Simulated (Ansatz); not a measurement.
Input and output of a self-consistent single point for a (110) slab of AlRh (cut from a parent of space group no. 221; 10 atoms in the cell) (Ansatz, a first-principles code).

Method of the run: LDA (PW92), default PAW files made with PBE (plane waves; Ansatz).

```xyz
10
Lattice="2.9922 0.0000 0.0000 0.0000 4.2316 0.0000 0.0000 0.0000 22.4633" Properties=species:S:1:pos:R:3 pbc="T T T"
Al     0.0000     3.1737     7.0000
Rh     1.4961     1.0579     7.0000
Al     0.0000     1.0579     9.1159
Rh     1.4961     3.1737     9.1159
Al     0.0000     3.1737    11.2317
Rh     1.4961     1.0579    11.2317
Al     0.0000     1.0579    13.3475
Rh     1.4961     3.1737    13.3475
Al     0.0000     3.1737    15.4633
Rh     1.4961     1.0579    15.4633
```

Reference input (self-consistent single point, DFT, LDA (PW92), plane waves, default PAW files made with PBE): basis.ecutwfc = 30.9 Ry; kpoints.mp_grid.grid = 10 7 1; hamiltonian.xc = lda; hamiltonian.pseudopotentials = {kind: paw} (the program's default PAW files); scf.occupations.method = gaussian; scf.occupations.width = 0.0073 Ry. This run's input differs from it in these lines:

Ansatz 0.2 input:
```diff
@@ -20,3 +20,3 @@
 kpoints:
-  mp_grid: { grid: [10, 7, 1] }
+  mp_grid: { grid: [7, 5, 1] }
 hamiltonian:
```

Output (repeated stretches shortened):

```
SCF iter   1: F=—  HF=-33964.962953 eV  |F-HF|=—  |Δ(HF+E_count)|=         —  Δρ=7.62e-3  dr2=2.40e-1  ethr=1.77e-3  ⟨swp⟩=10.0  Hψ=3678  notcnv=0  defer=2
all-band conjugate gradients solve this SCF's bands
preconditioner: auto → LDOS
SCF iter   2: F=—  HF=-33965.001632 eV  |F-HF|=—  |Δ(HF+E_count)|=   3.87e-2  Δρ=1.08e-2  dr2=4.05e-1  ethr=2.40e-4  ⟨swp⟩=2.8  Hψ=1754  notcnv=0  defer=42
   [... lines left out ...]
SCF iter   6: F=—  HF=-33964.930335 eV  |F-HF|=—  |Δ(HF+E_count)|=   1.49e-5  Δρ=5.56e-5  dr2=1.22e-5  ethr=1.38e-7  ⟨swp⟩=2.6  Hψ=1167  notcnv=0  defer=42
SCF iter   7: F=—  HF=-33964.930314 eV  |F-HF|=—  |Δ(HF+E_count)|=   2.03e-5  Δρ=1.82e-5  dr2=3.00e-6  ethr=1.22e-8  ⟨swp⟩=2.6  Hψ=1261  notcnv=0  defer=28
SCF iter   8: F=—  HF=-33964.930315 eV  |F-HF|=—  |Δ(HF+E_count)|=   4.94e-7  Δρ=8.03e-6  dr2=2.19e-7  ethr=3.00e-9  ⟨swp⟩=2.2  Hψ=946  notcnv=0  defer=28
SCF iter   9: F=-33964.930315 eV  HF=-33964.930315 eV  |F-HF|=4.77e-8  |Δ(HF+E_count)|=   1.15e-7  Δρ=4.57e-6  dr2=6.90e-8  ethr=1.00e-10  ⟨swp⟩=15.1  Hψ=3459  notcnv=0
SCF 1 converged in 9 iterations: F = -33964.930315 eV  dr2 = 6.90e-8
Free energy (F): -33964.930315 eV
Internal energy: -33964.912800 eV  (E = F + TS)
E sigma→0 (E₀):  -33964.921557 eV
Entropy (-TS):   -0.017515 eV (-1.752 meV/atom)
Fermi energy:    4.929875 eV
--- Forces (eV/Å), atoms counted from 1 ---
  atom   1  Al     0.00000000    -0.00000000    -0.29269119
  atom   2  Rh    -0.00000000    -0.00000000     1.30277863
  atom   3  Al     0.00000000    -0.00000000    -0.66574590
  atom   4  Rh    -0.00000000     0.00000000     0.43138772
  atom   5  Al     0.00000000    -0.00000000     0.00000000
  atom   6  Rh    -0.00000000     0.00000000     0.00000000
  atom   7  Al    -0.00000000     0.00000000     0.66574590
  atom   8  Rh     0.00000000    -0.00000000    -0.43138772
  atom   9  Al    -0.00000000     0.00000000     0.29269119
  atom  10  Rh     0.00000000     0.00000000    -1.30277863
--- Stress (GPa, compression-positive) ---
       -7.047702       0.000000       0.000000
        0.000000      -7.346803       0.000000
        0.000000       0.000000      -4.258457
  P = ⅓ Tr σ = -6.2177 GPa (-62.177 kbar)
  The stress holds the Pulay correction. Without it, at fixed plane waves, as pw.x and ABINIT print it: P = -6.2492 GPa
```

The run converged in 9 iterations. Against the reference run the free energy goes down by 1.7 meV/atom and the largest force goes from 1.355 to 1.303 eV/Å.

The starting cell comes from a database of computed structures (which also holds hypothetical and non-ambient phases and stackings), without a prior relaxation at this level. The slab is cut from that crystal, and its faces are unrelaxed. Its lattice was rescaled by up to half a per cent. Spin polarisation is off. Forces in this geometry exceed 1 eV/Å.
